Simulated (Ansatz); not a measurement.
Worked calculations on one periodic cell of amorphous Al32O24N16: Al32O24N16, 72 atoms, volume 865.6 Å³, made by a melt-quench on the CHGNet potential and relaxed with DFT. O and N atoms were pushed apart under 1.9 Å during the dynamics, to hinder bonds among them. It is a model cell: composition and starting density were chosen by hand, and all elements were melted together. All values below come from PBE, scalar-relativistic without spin-orbit coupling (plane waves to 420 eV, PAW; Ansatz, an electronic-structure program). Sampling: a 2×2×2 Γ-centred mesh; Fermi-Dirac width 0.02 eV; no spin polarisation. Its volume was held where the quench left it, its shape was free, and it stands at a mean pressure of -2.8 GPa with stress components up to 2.9 GPa; the relaxation ran on the zone centre alone. Its density went from a set 2.82 to 2.82 g/cm³. The cell is small and was quenched far faster than a real film, so it is one sample of the glass.

Q: Count formal charges (Al +3, O -2, N -3). What does the count lead one to expect at the Fermi level, and what does the calculation give?

A: 32 × (+3) + 24 × (-2) + 16 × (-3) = 0. The charges balance, so the anion-derived valence states can be full and a gap can open. On this mesh the highest filled and lowest empty level lie 2.10 eV apart, the PBE gap of this cell, with a localised state at one edge or both.

The cell was scaled and its atoms relaxed again at each volume (the zone centre alone): 787.7 Å³, 8.00 GPa; 865.6 Å³, -2.84 GPa; 891.5 Å³, -5.59 GPa.

Q: Estimate the bulk modulus over this range from B = −dP/d ln V.

A: Between the ends: −(-5.59 − 8.00) / ln(891.5/787.7) = 110 GPa, a mean over the range at 0 K with the atoms relaxed.
